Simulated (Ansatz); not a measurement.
Results of r²SCAN (Ansatz, a first-principles code, plane waves, PAW) for L1₂ (Cu3Au-type) Ni3Al.

Numerical settings: plane-wave cutoff 560 eV, 16×16×16 k mesh, Fermi–Dirac smearing 0.05 eV, spin-polarised with parallel moments, scalar-relativistic PAW data made under PBE.

A third-order Birch–Murnaghan fit to the energies gives V0 = 10.961 Å³/atom, B0 = 202 GPa, B′ = 4.6.

```tsv
V (Å³/atom)	P (GPa)
10.304	14.40
10.523	9.05
10.742	[?]
10.961	0.00
11.181	[?]
11.400	[?]
11.619	[?]
```

### Question
Estimate the withheld pressures from this fit; the answers are the runs' own values.

### Answer

- 10.742, P (GPa): 4.27
- 11.181, P (GPa): -3.82
- 11.400, P (GPa): -7.24
- 11.619, P (GPa): -10.29

The formula P = (3/2) B0 (x^(7/3) − x^(5/3)) [1 + (3/4)(B′ − 4)(x^(2/3) − 1)] with x = V0/V meets the computed pressures within 0.02 GPa when these rounded values are put in.

Measured, for comparison: bulk modulus 174 GPa (temperature not stated, no zero-point or thermal correction; as tabulated in Zarkevich et al. (2023), arXiv:2304.06869); equilibrium volume per atom 11.39 Å³/atom (temperature not stated, no zero-point or thermal correction; as tabulated in Tensorial elastic properties and stability of interface states associated with …). Computed (rounded) less measured: bulk modulus +16 %, equilibrium volume per atom -3.8 %.

The computed numbers hold no vibrational or temperature effects.

Cost on a shared machine: very roughly 21 core-minutes.
